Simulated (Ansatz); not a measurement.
Base system: MoSe$_{2}$ in the 2H-MoS2 type structure (space group P6_3/mmc, No. 194; layered, stacked along the Cartesian z axis).

```
MoSe2
1.0
    3.22765     0.00000     0.00000
   -1.61383     2.79523     0.00000
    0.00000     0.00000    12.34574
Mo Se
2 4
Direct
  0.33333   0.66667   0.25000
  0.66667   0.33333   0.75000
  0.33333   0.66667   0.61469
  0.66667   0.33333   0.11469
  0.66667   0.33333   0.38531
  0.33333   0.66667   0.88531
```

Method: Kohn–Sham DFT with the PBEsol-D3(BJ) functional, run in Ansatz (a first-principles code) with PAW and 420 eV plane waves, spin-orbit coupling left out, earlier PAW set.

One change was made to it. Results:

The band gap increases by 0.14 eV, from 0.54 eV to 0.68 eV; the lattice parameter a rises by 0.3 pm to 323.1 pm.

**Question.** Name the change that was made.
(A) Mo → Re
(B) Se → Te
(C) Mo → W

**Answer.** C, Mo → W. For comparison, the band gap in the other runs: Mo → Re gives zero; Se → Te gives 0.33 eV.

Spin-orbit coupling, missing from the scalar runs, can matter with Te and W. No phonon test of stability was made. As relaxed here, ReSe2 is a hypothetical phase, not in the database extracts checked. All final runs are without spin polarisation. ReSe2 has a high density of states at the Fermi level and may be magnetic at this level.
